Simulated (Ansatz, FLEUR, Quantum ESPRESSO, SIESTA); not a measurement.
Code comparison for TiNbC₂ (P1, 4 atoms in the cell)

Self-consistent single point, at a second geometry (atoms moved at random). First geometry:

```yaml
crystal:
  lattice:
    - [1.56522, 0.90368, 5.09669]
    - [-1.56522, 0.90368, 5.09669]
    - [0.00000, -1.80736, 5.09669]
  atoms:
    - { symbol: Ti, position: [0.50000, 0.50000, 0.50000] }
    - { symbol: Nb, position: [0.00000, 0.00000, 0.00000] }
    - { symbol: C, position: [0.75243, 0.75243, 0.75243] }
    - { symbol: C, position: [0.24757, 0.24757, 0.24757] }
```

Second geometry:
```
TiNbC2
1.0
    1.56522     0.90368     5.09669
   -1.56522     0.90368     5.09669
    0.00000    -1.80736     5.09669
Ti Nb C
1 1 2
Cartesian
  0.01955   0.01104   7.65914
 -0.02642   0.04514  -0.01680
 -0.02474  -0.03099  11.51289
  0.03161  -0.02518   3.77990
```

Shared settings, as Ansatz (an electronic-structure program) writes them: kpoints.mp_grid.grid = 8 8 8; scf.occupations.method = gaussian; scf.occupations.width = 0.0037 Ry. Potentials and cutoffs stand in the table.

```
code                                                                                                                                      model  ΔF from the first geometry (meV/atom)  pressure (GPa)  largest force (eV/Å)           cutoff
----------------  -----------------------------------------------------------------------------------------------------------------------------  -------------------------------------  --------------  --------------------  ---------------
Quantum ESPRESSO                                                                           PBEsol, SSSP 1.1.2 efficiency (PBE) pseudopotentials                                   15.7           -8.44                 0.958            50 Ry
FLEUR                                                                           PBEsol, all-electron FLAPW (FLEUR), scalar-relativistic valence                                      –               –                 0.956  Kmax 4.3 1/bohr
SIESTA            GGA PBEsol, numerical atomic orbitals TZP, PseudoDojo PBEsol standard norm-conserving potentials (rewritten from UPF to PSML)                                   15.4           -7.93                 0.974      grid 350 Ry
Ansatz                                                                                                          PBEsol, PAW files made with PBE                                   15.7           -8.74                 0.952          30.9 Ry
```

Size of the force on each atom (eV/Å): Sizes of forces hide their directions.

```
code                Ti1    Nb2     C3     C4
----------------  -----  -----  -----  -----
Quantum ESPRESSO  0.608  0.958  0.764  0.777
FLEUR             0.606  0.956  0.772  0.781
SIESTA            0.617  0.974  0.719  0.770
Ansatz            0.605  0.952  0.773  0.780
```

A dash marks a value that a program does not give, or that is left out as unsure.

On Ansatz's run: spin polarisation is off.

The spread over the programs that give each value: ΔF from the first geometry within 0.3 meV/atom; pressure within 0.81 GPa; largest force within 0.022 eV/Å.

SIESTA uses small atom-centred bases, whose incompleteness enters pressures, forces and empty levels differently from a plane-wave cutoff. FLEUR treats all electrons, but the usual bases taken here (sphere radii, linearisation, local orbitals, empty states) were not tested for convergence, so the values are no reference for the others. Ansatz's pressure is given at a fixed set of plane waves, as the other plane-wave codes print theirs; with its correction for the finite basis it is -8.56 GPa. In the force vectors, SIESTA (by 0.177) lies more than 0.08 eV/Å from the median of the plane-wave programs.

The starting cell comes from a database of computed structures (which also holds hypothetical and non-ambient phases and stackings), without a prior relaxation at this level. For this run, on top of that: atoms moved at random.

Left out of this page: Elk (not drawn, or without a comparable value).

Keys are those of Ansatz 0.2.
